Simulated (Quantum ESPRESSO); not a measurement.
**Effort and miss along a sweep of conv_thr: In2O3 (Ia-3, 40 atoms in the cell)**

Cell: a = 8.9175 Å, b = 8.9175 Å, c = 8.9175 Å, α = 70.53°, β = 109.47°, γ = 70.53°.

Level of theory: PBE, GBRV 1.5 ultrasoft (PBE) pseudopotentials (plane waves; Quantum ESPRESSO 7.5).

Base settings: ecutwfc = 40 Ry; ecutrho = 200 Ry; occupations = smearing; smearing = methfessel-paxton; degauss = 0.0147 Ry; potentials = {In: in_pbe_v1.4.uspp.F.UPF, O: o_pbe_v1.2.uspp.F.UPF}; K_POINTS = automatic 2 2 2 0 0 0; conv_thr = 1e-10 Ry; mixing_beta = 0.4.

Misses are taken against the tightest run, 7.3e-14 Ry, which need not be fully converged itself.

The count of work is k-points × plane waves × bands × iterations; it is no time, and leaves out set-up, grids and terms that scale otherwise. Core times come from one kind of shared machine and are given to one figure; runs under 30 s give none.

The starting cell was generated: these elements placed on a structure prototype, without a prior relaxation; it need not be a known phase or ordering of this composition. Its lattice was rescaled by a random factor within 2.5 % of one.

The runs (conv_thr): 0.0073 Ry | 0.00073 Ry | 7.3e-05 Ry | 7.3e-06 Ry | 7.3e-07 Ry | 7.3e-08 Ry | 7.3e-10 Ry | 1e-10 Ry | 7.3e-12 Ry | 7.3e-14 Ry.

Which is the coarsest setting among those run that, with all tighter ones, holds the pressure within 0.1 GPa of the reference, and what does it save?

7.3e-07 Ry, off by 0.006 GPa; its saving against the reference is no more than about a factor of 2 in the count of work.

```csv
conv_thr,pressure less reference (GPa),largest difference in the force on any atom (eV/Å),count of work / reference,core time / reference (rough)
0.0073 Ry,0.12,0.121,0.33,0.4
0.00073 Ry,0.31,0.022,0.40,0.5
7.3e-05 Ry,-0.13,0.025,0.47,0.5
7.3e-06 Ry,-0.13,0.025,0.47,0.6
7.3e-07 Ry,0.01,0.000,0.60,0.8
7.3e-08 Ry,0.01,0.000,0.60,0.6
7.3e-10 Ry,0.00,0.000,0.73,0.9
1e-10 Ry,0.00,0.000,0.80,0.9
7.3e-12 Ry,0.00,0.000,0.80,0.8
7.3e-14 Ry,0.00,0.000,1.0,1
```
